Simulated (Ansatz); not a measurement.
An Ansatz (a quantum-chemistry and plane-wave program) input (DFT with PBE, PAW potentials and a 420 eV plane-wave cutoff in Ansatz, scalar-relativistic without spin-orbit coupling):

Ansatz 0.2 input:
```yaml
crystal:
  lattice:
    - [0, 2.803439402, 2.803439402]
    - [2.803439402, 0, 2.803439402]
    - [2.803439402, 2.803439402, 0]
  atoms:
    - { symbol: Be, position: [0, 0, 0] }
    - { symbol: Te, position: [0.25, 0.25, 0.25] }
basis: { ecutwfc: 420, ecutrho_ratio: 4, xc_grid: 2, fft_grid_basis: typed }
kpoints: { mp_grid: { grid: [10, 10, 10] } }
hamiltonian:
  xc: pbe
  dispersion: none
  pseudopotentials: { kind: paw }
scf: { occupations: { method: fermi_dirac, width: 0.05 }, convergence: { dr2_threshold: 0.0000000002 } }
relax: { f_tol: 0.005, max_steps: 50 }
output: { forces: true, stress: true }
checkpoint: { write: state.ck, write_every: 1000 }
```

Q: Which symmetry and how many k-points will the program report, and about how many plane waves at Γ?

A: Space group F-43m (ITA 216) with 24 operations, k-points 47 of 1000, and 869 plane waves at Γ.

Q: And the final pressure?

A: 1.82 GPa (compression positive).

The cells carry an imposed strain or load. Whether these cells are dynamically stable was not tested. The cell was made from BeTe in the zinc blende structure (space group F-43m, No. 216) by this change: isotropic strain −1.00 %.
